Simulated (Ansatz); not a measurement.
The decay constant κ of evanescent states in the gap governs leakage through a thin film.

```yaml
crystal:
  lattice:
    - [3.07662, 0.00000, 0.00000]
    - [0.00000, 15.09808, 0.00000]
    - [1.53831, 0.00000, 2.66443]
  atoms:
    - { symbol: Si, position: [0.33333, 0.16701, 0.33333] }
    - { symbol: Si, position: [0.66667, 0.66701, 0.66667] }
    - { symbol: Si, position: [0.66667, 0.33350, 0.66667] }
    - { symbol: Si, position: [0.33333, 0.83350, 0.33333] }
    - { symbol: Si, position: [0.00000, 0.50027, 0.00000] }
    - { symbol: Si, position: [0.00000, 0.00027, 0.00000] }
    - { symbol: C, position: [0.00000, 0.12563, 0.00000] }
    - { symbol: C, position: [0.00000, 0.62563, 0.00000] }
    - { symbol: C, position: [0.33333, 0.29200, 0.33333] }
    - { symbol: C, position: [0.66667, 0.79200, 0.66667] }
    - { symbol: C, position: [0.66667, 0.45848, 0.66667] }
    - { symbol: C, position: [0.33333, 0.95848, 0.33333] }
```

Space group of this cell: P6_3mc. The cell is taken as given.

Transport runs along the normal of the first two printed cell vectors, the (100) plane of the conventional cell.

The gap is the functional's own. No spin-orbit coupling. Mid-gap values are interpolated on the energy grid.

**Question.** Compute, with r2SCAN in Ansatz (a first-principles code), the band gap and the smallest decay constant κ at mid-gap.

**Answer.** Gap 2.39 eV on a 12×2×12 mesh; κ = 0.239 1/Å, at (0.500, 0.500) of the in-plane reciprocal vectors. At the zone centre, at the nearest computed energy, the slowest state has κ = 0.27 1/Å.
